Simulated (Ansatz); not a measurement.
## Zr₂AlC (space group P6_3/mmc, No. 194; a cell from a computed database, its experimental status unchecked)

```
Zr2AlC
1.0
    3.29005     0.00000     0.00000
   -1.64503     2.84927     0.00000
    0.00000     0.00000    14.50595
Zr Al C
4 2 2
Direct
  0.33333   0.66667   0.08649
  0.66667   0.33333   0.91351
  0.66667   0.33333   0.58649
  0.33333   0.66667   0.41351
  0.33333   0.66667   0.75000
  0.66667   0.33333   0.25000
  0.00000   0.00000   0.00000
  0.00000   0.00000   0.50000
```

Calculations: PBEsol (Ansatz, a quantum-chemistry and plane-wave program, PAW, no SOC). Γ-centred 16×16×4 mesh, Fermi–Dirac width 0.05 eV.

| Item | Result |
|---|---|
| Volume per atom | 17.00 Å³ |
| Density | 5.41 g/cm³ |
| Band gap | zero |
| Total energy | -2257.834 eV/atom (σ→0; compares only within this code and set-up) |

Whether these cells are dynamically stable was not tested. The final runs are not spin-polarised.
